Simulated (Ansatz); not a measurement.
Take Ce in the fcc (Cu type) structure (space group Fm-3m, No. 225; a = 4.664 Å) as the base. Axes: x, y, z lie along the cube axes.

Computed with DFT with r2SCAN, PAW potentials and a 500 eV plane-wave cutoff in Ansatz (a first-principles code), scalar-relativistic without spin-orbit coupling.

Before the change:

The band gap comes out as zero and the shortest interatomic distance is 3.298 Å.

Now apply this change: a free-standing slab of 6 layers (6 atoms, 1 a layer) is cut normal to [111], with 15 Å of vacuum and the in-plane cell held at bulk.

Task: What does the calculation give for the band gap after the change?

Result: The band gap remains zero.

Task: Estimate the effect on the excess energy per area of both faces.

Result: The excess energy per area of both faces (slab less bulk energy over the cell's area: twice a surface energy) comes out as 2.4 J/m² (uncertain by up to 0.1 J/m²).

Task: What does the calculation give for the change of the spacing d12 from its bulk value of 2.693 Å after the change?

Result: The change of the spacing d12 from its bulk value of 2.693 Å comes out as +0.8 %.

Task: Predict the new shortest interatomic distance.

Result: The shortest interatomic distance falls by 0.012 Å to 3.286 Å.

Task: How does this affect the change of the spacing d23 from its bulk value of 2.693 Å?

Result: The change of the spacing d23 from its bulk value of 2.693 Å comes out as -0.5 %.

Open 4f shells without U are poorly described, and the f state was not checked. Slab and bulk use different k-meshes, which limits the precision of the excess energy. Whether these cells are dynamically stable was not tested. Seeded moments were not kept for the base. All final runs are without spin polarisation.
